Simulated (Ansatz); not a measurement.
Consider BN in the zinc blende structure (space group F-43m, No. 216; a = 3.6097 Å). Axes: x, y, z lie along the cube axes.

Computed with Kohn–Sham DFT with the r2SCAN functional, run in Ansatz (a first-principles code) with PAW and 500 eV plane waves, no spin-orbit coupling.

One thing is altered: uniaxial strain ε_zz = +1.00 %, all other strain components held at zero, atoms relaxed at fixed cell.

Question: Predict the stress tensor and what it implies for the stiffness.

Answer: Stress of the strained cell less that of the base (GPa, compression positive):
```
  -1.67    0.00    0.00
   0.00   -1.67    0.00
   0.00    0.00   -8.15
```

Then −Δσ_ii/ε with ε = 0.0100 gives relaxed-ion elastic constants: C33 ≈ 815 GPa, C13 ≈ 167 GPa and C23 ≈ 167 GPa.

Stability against distortions was not tested.
